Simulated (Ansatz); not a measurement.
Abridged Ansatz (a first-principles code) output:

```
Pseudopotential: Si, paw, valence charge 4
Pseudopotential: S, paw, valence charge 6
Pseudopotential: O, paw, valence charge 6
Crystal: 12 atoms, lattice volume = 171.492 Å³
Basis set: ecut = 500 eV, 4359 PW (Γ), exchange–correlation on 144×96×360 points (64 copies of the dense FFT grid, shifted against one another)
Bands: 44, of which v1, the nominal top of the filled ones, is band 32 counted from 1 (31 counted from 0)
Symmetry: 2 space group operations
k-points: 66 of 231 (time reversal used)
Functional: x = r2scan, c = r2scan; τ floored in thin density (d = 2e-4 eV/Å³)
SCF iter   1: F=—  HF=-8459.107775 eV  |F-HF|=—  |Δ(HF+E_count)|=         —  Δρ=8.66e-3  dr2=2.40e-1  dr2_τ=4.34e-1  ethr=1.77e-3  ⟨swp⟩=8.2  Hψ=15783  notcnv=0  defer=76
SCF iter   2: F=—  HF=-8459.438298 eV  |F-HF|=—  |Δ(HF+E_count)|=   3.31e-1  Δρ=5.65e-3  dr2=5.27e-2  dr2_τ=1.38e-3  ethr=3.76e-4  ⟨swp⟩=3.2  Hψ=5864  notcnv=0  defer=425
SCF 1 converged in 11 iterations: F = -8459.434678 eV  dr2 = 4.55e-10
SCF converged after 11 iterations
Free energy (F): -8459.434678 eV
Internal energy: -8459.434677 eV  (E = F + TS)
E sigma→0 (E₀):  -8459.434678 eV
Entropy (-TS):   -0.000000 eV (-0.000 meV/atom)
Fermi energy:    7.774212 eV
--- Forces (eV/Å), atoms counted from 1 ---
  atom   1  Si     0.00001928     0.00000000    -0.00036356
  atom   2  Si     0.00241031     0.00000000     0.00042994
  atom   3  Si     0.00076637     0.00000000    -0.00117746
  atom   4  Si     0.00159144     0.00000000     0.00144127
  atom   5  S     -0.00219466     0.00000000     0.00166204
  atom   6  O     -0.00201581     0.00000000     0.00158456
  atom   7  O     -0.00272954     0.00000000    -0.00349463
  atom   8  O     -0.00311420     0.00000000    -0.00206887
  atom   9  O      0.00189207     0.00000000     0.00315633
  atom  10  S      0.00066384     0.00000000     0.00161051
  atom  11  S      0.00185940     0.00000000    -0.00115635
  atom  12  S      0.00082150     0.00000000    -0.00163773
--- Stress (GPa, compression-positive) ---
       -0.005736       0.000000      -0.003087
        0.000000      -0.003699       0.000000
       -0.003087       0.000000      -0.009593
  P = ⅓ Tr σ = -0.0063 GPa (-0.063 kbar)
```

Task: What was computed, and what are the main results?

Result: SiSO, 12 atoms in the cell, with r2SCAN (Ansatz, PAW, no spin-orbit coupling). The last SCF converged to F = -8459.434678 eV, or -704.9529 eV per atom, at a pressure of -0.01 GPa. The total energy compares only with runs of the same code, potentials and settings.

Each cell is one ordered arrangement of few atoms, which overstates ordering effects compared with a random alloy. Stability against distortions was not tested. The cell was made from SiO2 by this change: x(S) = 0.5, 12 atoms, Pm. Under x(S) = 0.5, 12 atoms, Pm the cell changed shape so far that it is another structure.
